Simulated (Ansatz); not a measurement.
Input and output of a self-consistent single point for CaPt2 (R3m, 6 atoms in the cell) (Ansatz, an electronic-structure program).

Method of the run: PBEsol, default PAW files made with PBE (plane waves; Ansatz).

```xyz
6
Lattice="0.0000 3.8113 3.8113 3.8113 0.0000 3.8113 3.8113 3.8113 0.0000" Properties=species:S:1:pos:R:3 pbc="T T T"
Ca     0.0289     0.0289     0.0289
Ca     1.9057     1.9057     1.9057
Pt     4.7642     2.8585     2.8585
Pt     2.8585     2.8585     4.7642
Pt     2.8585     4.7642     2.8585
Pt     4.7642     4.7642     4.7642
```

Reference input (self-consistent single point, DFT, PBEsol, plane waves, default PAW files made with PBE): basis.ecutwfc = 420 eV; kpoints.mp_grid.grid = 5 5 5; hamiltonian.xc = pbesol; hamiltonian.pseudopotentials = {kind: paw} (the program's default PAW files); scf.occupations.method = gaussian; scf.occupations.width = 0.1 eV. This run's input differs from it in these lines:

Ansatz 0.2 input:
```diff
@@ -13,3 +13,3 @@
 basis:
-  ecutwfc: 420.0
+  ecutwfc: 170.0
 kpoints:
```

Log, with long lists cut:

```
SCF iter   1: F=—  HF=-53025.489862 eV  |F-HF|=—  |Δ(HF+E_count)|=         —  Δρ=2.43e-1  dr2=5.12e1  ethr=1.77e-3  ⟨swp⟩=7.1  Hψ=4121  notcnv=0  defer=2
all-band conjugate gradients solve this SCF's bands
preconditioner: auto → Kerker (q_TF=auto, 2.645 Å⁻¹)
SCF iter   2: F=—  HF=-53012.914409 eV  |F-HF|=—  |Δ(HF+E_count)|=    1.26e1  Δρ=1.37e-1  dr2=1.57e1  ethr=1.77e-3  ⟨swp⟩=2.0  Hψ=2253  notcnv=0  defer=46
   [... lines left out ...]
SCF iter   6: F=—  HF=-53007.089754 eV  |F-HF|=—  |Δ(HF+E_count)|=   2.36e-4  Δρ=2.14e-4  dr2=1.26e-4  ethr=1.15e-6  ⟨swp⟩=2.0  Hψ=1360  notcnv=0  defer=45
SCF iter   7: F=—  HF=-53007.089722 eV  |F-HF|=—  |Δ(HF+E_count)|=   3.19e-5  Δρ=3.54e-5  dr2=2.07e-6  ethr=1.37e-7  ⟨swp⟩=2.0  Hψ=1349  notcnv=0  defer=45
SCF iter   8: F=—  HF=-53007.089756 eV  |F-HF|=—  |Δ(HF+E_count)|=   3.35e-5  Δρ=1.67e-5  dr2=3.90e-7  ethr=2.25e-9  ⟨swp⟩=2.0  Hψ=1582  notcnv=0  defer=45
SCF iter   9: F=-53007.089756 eV  HF=-53007.089756 eV  |F-HF|=2.18e-11  |Δ(HF+E_count)|=   2.81e-8  Δρ=3.18e-6  dr2=1.17e-8  ethr=1.09e-10  ⟨swp⟩=8.7  Hψ=3467  notcnv=0
SCF 1 converged in 9 iterations: F = -53007.089756 eV  dr2 = 1.17e-8
Free energy (F): -53007.089756 eV
Internal energy: -53007.074764 eV  (E = F + TS)
E sigma→0 (E₀):  -53007.082260 eV
Entropy (-TS):   -0.014992 eV (-2.499 meV/atom)
Fermi energy:    16.680351 eV
--- Forces (eV/Å), atoms counted from 1 ---
  atom   1  Ca    -0.21151382    -0.21151382    -0.21151382
  atom   2  Ca     0.06314774     0.06314774     0.06314774
  atom   3  Pt     0.10036626     0.03554290     0.03554290
  atom   4  Pt     0.03554290     0.03554290     0.10036626
  atom   5  Pt     0.03554290     0.10036626     0.03554290
  atom   6  Pt    -0.02304933    -0.02304933    -0.02304933
--- Stress (GPa, compression-positive) ---
      -10.014575      -0.040553      -0.040553
       -0.040553     -10.014575      -0.040553
       -0.040553      -0.040553     -10.014575
  P = ⅓ Tr σ = -10.0146 GPa (-100.146 kbar)
  The stress holds the Pulay correction. Without it, at fixed plane waves, as pw.x and ABINIT print it: P = -654.5702 GPa
```

The run converged in 9 iterations. Against the reference run the free energy rises by 20.2 eV/atom, the pressure goes from -1.06 to -10.01 GPa and the largest force goes from 0.227 to 0.366 eV/Å.

The starting cell comes from a database of computed structures (which also holds hypothetical and non-ambient phases and stackings), without a prior relaxation at this level. Its lattice was rescaled by up to half a per cent. One atom was moved a little off its site on purpose. Spin polarisation is off. Ansatz's pressure includes its estimate of the finite-basis (Pulay) stress. Without the estimate this run gives -654.57 GPa. The cutoff lies below the one recommended for these files.
